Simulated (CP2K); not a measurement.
CP2K run on a (110) slab of InSb (cut from a parent of space group no. 216; 8 atoms in the cell): self-consistent single point.

Computed with CP2K with LDA (Pade form), GPW, DZVP-MOLOPT-SR-GTH basis, GTH-PADE potentials (GTH_POTENTIALS).

The change in words: vacuum of 8 angstrom (first run: 14 Å); SURFACE_DIPOLE_CORRECTION: default → T. Reference geometry:
```yaml
crystal:
  lattice:
    - [6.46056, 0.00000, 0.00000]
    - [0.00000, 4.56831, 0.00000]
    - [0.00000, 0.00000, 20.85240]
  atoms:
    - { symbol: In, position: [0.00000, 0.25000, 0.44523] }
    - { symbol: In, position: [0.50000, 0.75000, 0.33569] }
    - { symbol: In, position: [0.00000, 0.25000, 0.66431] }
    - { symbol: In, position: [0.50000, 0.75000, 0.55477] }
    - { symbol: Sb, position: [0.25000, 0.25000, 0.33569] }
    - { symbol: Sb, position: [0.75000, 0.75000, 0.44523] }
    - { symbol: Sb, position: [0.25000, 0.25000, 0.55477] }
    - { symbol: Sb, position: [0.75000, 0.75000, 0.66431] }
```

Reference input (self-consistent single point, DFT LDA (Pade form), GPW, DZVP-MOLOPT-SR-GTH basis, GTH-PADE potentials (GTH_POTENTIALS)): CUTOFF = 500 Ry; REL_CUTOFF = 50 Ry; SMEAR/METHOD = FERMI_DIRAC; ELECTRONIC_TEMPERATURE = 116.05 K; KPOINTS/SCHEME = MONKHORST-PACK 2 3 1; GAMMA_CENTERED = T; XC_FUNCTIONAL = PADE; In/BASIS_SET = DZVP-MOLOPT-SR-GTH-q13; In/POTENTIAL = GTH-PADE-q13; Sb/BASIS_SET = DZVP-MOLOPT-SR-GTH-q5; Sb/POTENTIAL = GTH-PADE-q5; METHOD = GPW. This run's input differs from it in these lines:

```diff
@@ -11,2 +11,4 @@
     POTENTIAL_FILE_NAME GTH_POTENTIALS
+    SURFACE_DIPOLE_CORRECTION T
+    SURF_DIP_DIR Z
     &QS
@@ -66,3 +68,3 @@
       B 0.00000000 4.56830600 0.00000000
-      C 0.00000000 0.00000000 20.85239500
+      C 0.00000000 0.00000000 14.85238900
       PERIODIC XYZ
@@ -70,10 +72,10 @@
     &COORD
-      In       0.00000000     1.14207650     9.28409097
-      In       3.23028000     3.42622950     7.00000303
-      In       0.00000000     1.14207650    13.85239197
-      In       3.23028000     3.42622950    11.56830403
-      Sb       1.61514000     1.14207650     7.00000303
-      Sb       4.84542000     3.42622950     9.28409097
-      Sb       1.61514000     1.14207650    11.56830403
-      Sb       4.84542000     3.42622950    13.85239197
+      In       0.00000000     1.14207650     6.28409034
+      In       3.23028000     3.42622950     4.00000085
+      In       0.00000000     1.14207650    10.85238815
+      In       3.23028000     3.42622950     8.56829866
+      Sb       1.61514000     1.14207650     4.00000085
+      Sb       4.84542000     3.42622950     6.28409034
+      Sb       1.61514000     1.14207650     8.56829866
+      Sb       4.84542000     3.42622950    10.85238815
     &END COORD
```

Output, abridged:

```
 SCF WAVEFUNCTION OPTIMIZATION

  Step     Update method      Time    Convergence         Total energy    Change

 *******************************************************************************
 *   ___                                                                       *
 *  /   \                                                                      *
 * [ABORT]                                                                     *
 *  \___/       Dipole correction needs more vacuum space above the surface    *
 *    |                                                                        *
   [... lines left out ...]
 * / \                                                    surface_dipole.F:207 *
 *******************************************************************************

 ===== Routine Calling Stack =====

            9 calc_dipsurf_potential
            8 qs_ks_build_kohn_sham_matrix
            7 rebuild_ks_matrix
            6 qs_ks_update_qs_env
            5 scf_env_do_scf_inner_loop
            4 scf_env_do_scf
            3 qs_energies
            2 qs_forces
            1 CP2K
Abort(1) on node 0 (rank 0 in comm 0): application called MPI_Abort(MPI_COMM_WORLD, 1) - process 0
```

The program stopped with an error. 

The starting cell has typed, rounded lattice constants, without a prior relaxation at this level. The slab is cut from that crystal, and its faces are unrelaxed. Its lattice was rescaled by up to half a per cent. Values carry the incompleteness of an atom-centred basis.
